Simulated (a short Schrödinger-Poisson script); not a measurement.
System: MOS inversion layer, SiO2 on p-type Si(100), at 300 K.

```
layer  material  thickness (nm)  Na (cm⁻³)
-----  --------  --------------  ---------
1          SiO2             2.4          -
2            Si             330     1.7e18
```

The device is made up for the run: typed textbook-type constants, with dimensions and the other settings drawn at random. SiO2: permittivity 3.9, conduction-band edge (eV) 3.15, gap (eV) 9, electron mass (mₑ) 0.5. Si: permittivity 11.7, conduction-band edge (eV) 0, gap (eV) 1.124, Nv at 300 K (cm⁻³) 3.1e19.

Channel valleys (confinement mass, in-plane density-of-states mass, number): Δ2 0.916, 0.19, 2; Δ4 0.19, 0.417, 4. At the gate the conduction-band edge of layer 1 lies 3.4 eV − eVg above the Fermi level of the channel; the field vanishes at the back. Gaps are held at their typed values at every temperature. Mesh 0.03 nm at interfaces.

From a short Schrödinger-Poisson script (our own, NumPy): 1D Poisson equation in equilibrium, electrons classical, Fermi-Dirac, parabolic valleys, classical holes, full ionisation, no traps, pinning or gate leakage.

The same stack at other levels of the model or other numerical settings:

| run | sheet density of all electrons at Vg = 2.2 V (cm⁻²) | sheet density of all electrons at Vg = 1 V (cm⁻²) | capacitance at Vg = 2.2 V (μF/cm²) | centroid of the channel electrons at Vg = 2.2 V (nm) | rough cost against the base |
|---|---|---|---|---|---|
| base | 1.13e13 | 1.70e12 | 1.33 | 0.41 | about 1 |
| electrons treated as classical, Boltzmann | (withheld) | 1.77e12 | 1.39 | 0.24 | 0.1 |
| electrons treated as quantum, Hartree | 9.56e12 | 7.76e11 | (withheld) | 1.16 | 5 |
| mesh six times as coarse | (withheld) | 1.63e12 | 1.32 | 0.49 | 0.3 |

Question: Some entries are withheld; supply them.

Answer: 
- electrons treated as quantum, Hartree, capacitance at Vg = 2.2 V (μF/cm²): 1.24
- mesh six times as coarse, sheet density of all electrons at Vg = 2.2 V (cm⁻²): 1.11e13
- electrons treated as classical, Boltzmann, sheet density of all electrons at Vg = 2.2 V (cm⁻²): 1.19e13

The classical rows ignore confinement, and Boltzmann statistics overrate the density once the band edge passes the Fermi level.
